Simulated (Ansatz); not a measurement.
Consider this model of amorphous In₂₄O₃₈Si.

```xyz
63
Lattice="9.6353 0.0000 0.0000 0.0000 9.6353 0.0000 0.0000 0.0000 9.6353" Properties=species:S:1:pos:R:3 pbc="T T T"
In     6.1456     7.9568     2.2014
In     9.0247     7.3119     0.4875
In     1.3027     4.4536     1.5017
In     2.2354     5.1348     4.9958
In     8.9630     0.6943     2.0811
In     3.9230     8.5373     5.0940
In     1.8606     1.9661     3.8723
In     2.5880     1.5149     0.2178
In     8.3407     2.7528     5.8384
In     7.0922     9.1162     5.7239
In     5.6459     7.6904     8.2590
In     8.5306     6.0590     6.7819
In     2.2034     7.4187     8.0426
In     4.8033     4.8732     2.3594
In     5.8694     1.3464     0.3566
In     5.3782     1.5778     3.4800
In     1.2801     3.6698     7.5268
In     4.7804     2.0106     6.5089
In     8.5089     5.9937     3.4705
In     5.7449     5.2291     5.3474
In     0.8210     8.3804     4.6128
In     4.3215     4.3161     8.4724
In     7.6719     4.2160     9.4593
In     2.7171     7.9264     1.5615
O      0.8843     1.7358     8.4187
O      5.2845     3.6488     3.9315
O      4.4198     6.7808     1.5671
O      2.7092     9.0343     9.4381
O      7.9325     4.7644     5.1272
O      2.4963     8.8442     3.3727
O      5.6993     9.0065     3.9531
O      5.1936     9.3144     6.8001
O      8.4854     0.6854     7.0737
O      4.3795     1.9858     8.5842
O      3.9710     6.3454     4.8750
O      5.6914     4.0563     0.5322
O      3.1774     3.8240     6.5945
O      6.6704     1.6005     5.3127
O      1.3786     6.6296     0.4605
O      2.1459     8.5208     6.2572
O      1.0725     5.8821     6.9697
O      8.6285     7.7139     5.3005
O      0.7829     3.2095     5.3328
O      7.7237     6.3748     8.8323
O      4.0250     6.4105     8.2585
O      1.0728     2.0683     1.8142
O      5.8845     3.8668     7.0382
O      8.9028     4.9603     1.4738
O      0.9216     6.3094     3.7343
O      8.7914     3.9887     7.6479
O      6.5175     6.9280     6.4992
O      4.1822     1.3364     1.6871
O      8.3922     8.0486     2.3208
O      6.1995     8.8340     0.2542
O      9.2395     9.4374     0.0255
O      2.3930     3.8057     9.4528
O      2.6707     4.1139     3.0493
O      7.8983     2.0226     9.3347
O      0.0837     0.6864     4.0561
O      3.6464     1.2750     4.8381
O      7.0165     1.3476     2.1701
O      6.4668     6.0931     3.1691
Si     9.0296     1.0441     8.5681
```

Computed with PBE, scalar-relativistic without spin-orbit coupling (plane waves to 420 eV, PAW; Ansatz, a quantum-chemistry and plane-wave program).

A CHGNet melt-quench gave the starting glass, which DFT then relaxed. O atoms were pushed apart under 1.9 Å during the dynamics, to hinder bonds among them. The hot cell started wider than the set density and was brought back towards it in steps. It is the lowest in DFT energy of 2 quenches. It is a model cell: composition and starting density were chosen by hand, and all elements were melted together. No dispersion term was used. Its density started from a set value of 6.30 and ended at 6.30 g/cm³. The quench (nominally 220 K/ps over its main leg) was far faster than any real one, so the model tends to hold more defects than a real film. Values belong to this one cell and scatter from quench to quench. The volume was held where the preparation left it, at a PBE pressure of -0.9 GPa (tension). Stress components on the final sampling reach 3.2 GPa.

Cut-offs for bonds: In-In 3.12 Å, In-O 2.64 Å, In-Si 2.78 Å, O-O 1.58 Å, O-Si 2.12 Å, Si-Si 2.60 Å. Two cations that share two anions don't count as bonded, nor two that share one unless they lie closer than In-In 3.04 Å, In-Si 2.71 Å, Si-Si 2.38 Å.

Problem. Give the coordination numbers, mean bond lengths and angles.

Solution. 
* **Mean coordination of In by anions**: 5.42 (1 with 4, 12 with 5, 11 with 6)
* **Mean coordination of O**: 3.53 (18 with 3, 20 with 4)
* **Mean coordination of Si by anions**: 4.00 (1 with 4)
* **Mean In-O bond**: 2.209 Å (spread 0.109 Å, 130 counted)
* **Mean O-Si bond**: 1.657 Å (spread 0.019 Å, 4 counted)
* **Bond angle at In**: mean 104.8°, spread 27.8°
* **Bond angle at O**: mean 110.9°, spread 16.1°
* **Bond angle at Si**: mean 109.5°, spread 5.4°

Problem. List the pairs of like atoms that count as bonded by the rules above.

Solution. There are none by these rules.
